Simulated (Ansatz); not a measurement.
Data:

```
CELL_PARAMETERS angstrom
      0.00000     2.81672     2.81672
      2.81672     0.00000     2.81672
      2.81672     2.81672     0.00000
ATOMIC_POSITIONS crystal
  Zn 0.00000 0.00000 0.00000
  Se 0.75000 0.75000 0.75000
```

The numbers are results of PBEsol with spin-orbit coupling, rigid bands (plane waves, PAW; Ansatz, an electronic-structure program), not measurements. Geometry: cell and atoms relaxed with PBEsol.

### Question
What conductivity effective mass do dilute holes have at 300 K?

### Answer
0.66 mₑ.

### Question
Predict the electron conductivity mass (n e² τ/σ) at 300 K, by direction if it differs.

### Answer
0.100 mₑ.

### Question
And the band gap?

### Answer
1.11 eV at this level; semilocal functionals usually fall short of the measured gap.

Rigid bands, one relaxation time for all states, no polarons.
